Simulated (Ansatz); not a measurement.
Ir in the fcc (Cu type) structure (space group Fm-3m, No. 225)

```
Ir
1.0
    0.00000     1.92220     1.92220
    1.92220     0.00000     1.92220
    1.92220     1.92220     0.00000
Ir
1
Cartesian
  0.00000   0.00000   0.00000
```

Calculations: DFT with r2SCAN, PAW potentials and a 500 eV plane-wave cutoff in Ansatz (an electronic-structure program), spin-orbit coupling left out. k-mesh 21×21×21 (Γ-centred); smearing 0.05 eV (Fermi–Dirac).

The volume per atom comes out as 14.20 Å³. The density comes out as 22.47 g/cm³ and the band gap comes out as zero. The total energy is -11948.723 eV/atom (σ→0; compares only within this code and set-up).

No phonon test of stability was made. The final runs are not spin-polarised.
